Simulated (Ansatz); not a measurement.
Structures of equal composition on the (0001) surface of hcp Ru: a pseudomorphic layer of Si in the host's stacking; a pseudomorphic layer of Si in the other hollow. The slabs share one bottom face, and each structure is named by its start. These are constructed structures in small cells; real faces may alloy, dewet or reconstruct in larger ones, and not all known structures of the face are among them. Slabs of about 11 Å, Fermi-Dirac smearing of 0.1 eV. Bottom of the slabs: a bare face, its two planes held. Relaxed from the named starts with such symmetry as they have, on meshes of like density; energies extrapolated to zero smearing; spin only where a row says so; no spin-orbit coupling, no U. Brackets mark spin-polarised runs, whose order is one that fits the cell.

Computed with PBE (plane waves to 420 eV, PAW; Ansatz, a quantum-chemistry and plane-wave program).

Q: Order them by energy per 1x1 cell (lowest first) at the level PBE.

A: a pseudomorphic layer of Si in the host's stacking (0.000 eV), a pseudomorphic layer of Si in the other hollow (0.027 eV)
